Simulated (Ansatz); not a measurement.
Competing hops of interstitial Cu in rock-salt CaO, charge state +1

Consider interstitial Cu in rock-salt CaO, charge state +1. Computed with PBE, PAW (plane waves to 420 eV; Ansatz, a first-principles code).

64-site cell at the relaxed PBE lattice, the Γ point alone, smearing 0.01 eV, spin-restricted, no finite-size correction. Energies are static. The charge state is imposed; whether it is stable for some Fermi level was not computed. Sites that were not tried may lie lower.

Barriers: single points on a 2×2×2 k-point mesh shifted by half a step at the bands' geometries.

```
Route                                       Start site over the lowest site run (eV)  Hop (Å)  Forward barrier (eV)  Backward barrier (eV)      Neighbours at the start                           Neighbours at the saddle                        Saddle order  Forward, on the band's own sampling (eV)
------------------------------------------  ----------------------------------------  -------  --------------------  ---------------------  ---------------------------  -------------------------------------------------  ----------------------------------  ----------------------------------------
a concerted move, in which Cu travels most                                      0.00     1.21                  0.11                   0.04  4 Ca at 2.42; 4 O at 2.07 Å  2 Ca at 2.35; 2 O at 1.90, O at 2.38, O at 2.40 Å  not checked, on a symmetry element                                      0.08
```

Paths come from climbing-image nudged elastic band runs.  A band can be held on a symmetry element, so unchecked saddle points there may be too high. A further band (a concerted move, in which Cu travels most, 3.41 Å) gave 0.078 eV forward on its own sampling, 0.078 eV above the lowest site run, but a shoulder points to a second hump between its images, so it is not taken as a result. A further band (a concerted move, in which Cu travels most, 2.41 Å) gave 0.078 eV forward on its own sampling, 0.078 eV above the lowest site run, but a shoulder points to a second hump between its images, so it is not taken as a result.

The whole set of runs took about 2.2 core-hours (a rough figure).
